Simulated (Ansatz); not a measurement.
Ansatz (an electronic-structure program) run on ReRh3 (I4/mmm, 4 atoms in the cell): relaxation of cell and atoms.

Method of the run: PBEsol, default PAW files made with PBE (plane waves; Ansatz).

```yaml
crystal:
  lattice:
    - [-1.82672, 1.82672, 4.06891]
    - [1.82672, -1.82672, 4.06891]
    - [1.82672, 1.82672, -4.06891]
  atoms:
    - { symbol: Rh, position: [0.50000, 0.50000, 0.00000] }
    - { symbol: Rh, position: [0.75000, 0.25000, 0.50000] }
    - { symbol: Rh, position: [0.25000, 0.75000, 0.50000] }
    - { symbol: Re, position: [0.00000, 0.00000, 0.00000] }
```

Reference input (self-consistent single point, DFT, PBE, plane waves, default PAW files): basis.ecutwfc = 30.9 Ry; kpoints.mp_grid.grid = 9 9 9; hamiltonian.xc = pbe; hamiltonian.pseudopotentials = {kind: paw} (the program's default PAW files); scf.occupations.method = methfessel_paxton; scf.occupations.width = 0.01 Ry. This run's input differs from it in these lines:

Ansatz 0.2 input:
```diff
@@ -16,3 +16,3 @@
 hamiltonian:
-  xc: pbe
+  xc: pbesol
   pseudopotentials:
@@ -23,2 +23,4 @@
     width: 0.01 Ry
+relax:
+  cell: {}
 output:
```

The program printed (abridged):

```
   [... SCF lines of the steps left out ...]
relax step   1: F+E_penalty+E_count = -29753.37405229 eV  Δ(F+E_penalty+E_count) = +0.000e0 eV  max|allowed force component| = 2.255e-17 eV/Å  Δτ_max = 0.0000 Å  P = +4.478 GPa  Ω = 54.310 Å³  (6 SCF iters, dr2 threshold 1.00e-7 eV, accepted)
relax step   2: F+E_penalty+E_count = -29753.71419030 eV  Δ(F+E_penalty+E_count) = -3.401e-1 eV  max|allowed force component| = 1.214e-17 eV/Å  Δτ_max = 0.0000 Å  P = -1.092 GPa  Ω = 54.925 Å³  energy of the carried Pulay correction = -4.396e-4 eV  [...]
   [... lines left out ...]
relax step   7: F+E_penalty+E_count = -29753.74485584 eV  Δ(F+E_penalty+E_count) = -1.591e-6 eV  max|allowed force component| = 2.255e-17 eV/Å  Δτ_max = 0.0000 Å  P = +0.001 GPa  Ω = 54.723 Å³  energy of the carried Pulay correction = -3.464e-6 eV  [...]
relax step   8: F+E_penalty+E_count = -29753.74485350 eV  Δ(F+E_penalty+E_count) = +2.337e-6 eV  max|allowed force component| = 1.214e-17 eV/Å  Δτ_max = 0.0000 Å  P = +0.001 GPa  Ω = 54.723 Å³  stress off target by 1.76e-3 GPa  SCF on the basis [...]
basis re-selected at this cell: Δ(F+E_penalty+E_count) = +2.337e-6 eV, ΔP = +0.000 GPa vs the last step
the relaxation is at rest under the 16 symmetry operations that the run kept from its start: a minimum is not shown …
Stability not checked (fill_not_monotonic)
Free energy (F): -29753.744854 eV
Internal energy: -29753.744392 eV  (E = F + TS)
   [... lines left out ...]
Fermi energy:    23.508257 eV
  cell:  # Å, volume = 54.7227 Å³
   [... lines left out ...]
    - [1.9010255617923169, 1.9010255617923169, -3.7855745658572886]
  atoms:
    - { symbol: Rh, position: [0.5, 0.5, -1.4809242399629678e-36] }
    - { symbol: Rh, position: [0.75, 0.24999999999999997, 0.49999999999999994] }
    - { symbol: Rh, position: [0.24999999999999997, 0.75, 0.49999999999999994] }
    - { symbol: Re, position: [2.8074648150033292e-36, -3.6935117983327703e-35, -2.8211056183271254e-35] }
```

The run converged. 

Summary of the result:
```
Property                                                                                    Value
-----------------------------------------------  ------------------------------------------------
Free energy E − TS (on the zero of these files)                                    -29753.7449 eV
Fermi level (on the code's own zero)                                                     23.51 eV
Pressure                                                                                 0.00 GPa
Final cell                                       a = b = c = 4.643 Å, α = β = 131.66°, γ = 70.76°
Final volume per atom                                                                    13.68 Å³
Relaxation steps                                                                                8
```

The starting cell was generated: these elements placed on a structure prototype, without a prior relaxation; it need not be a known phase or ordering of this composition. Spin polarisation is off. The relaxation keeps the symmetry of its start, so its end need not be a minimum. Ansatz's pressure includes its estimate of the finite-basis (Pulay) stress.

Cost on one core of a shared machine: roughly 70 s.
